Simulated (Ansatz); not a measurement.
Take BeS in the zinc blende structure (space group F-43m, No. 216) as the base.

```
CELL_PARAMETERS angstrom
      0.00000     2.39818     2.39818
      2.39818     0.00000     2.39818
      2.39818     2.39818     0.00000
ATOMIC_POSITIONS crystal
  Be 0.00000 0.00000 0.00000
  S  0.25000 0.25000 0.25000
```

Cartesian axes are those of the cell as printed.

All numbers come from LDA (Ansatz, a quantum-chemistry and plane-wave program), spin-orbit coupling left out.

Before the change:

| Item | Value |
|---|---|
| Band gap | 2.82 eV |
| Valence-band top at Γ | 0.00, 0.00, 0.00 eV |

Perturbation: biaxial strain +2.00 %, plane normal [001], relaxed out of plane (Cartesian); in-plane vectors clamped, the third vector and the atoms free.

Task: Estimate the effect on the band gap, out-of-plane strain, in-plane stress and valence-band top at Γ.

Result: The band gap decreases by 0.257 eV, from 2.82 eV to 2.57 eV; the out-of-plane strain comes out as -1.67 %; the mean in-plane stress (compression positive) is -3.4 GPa; the valence-band top at Γ (three highest levels, from the VBM) changes from 0.00, 0.00, 0.00 eV to 0.00, -0.19, -0.19 eV.

Gaps are read on the SCF mesh and a high-symmetry path. No phonon test of stability was made.
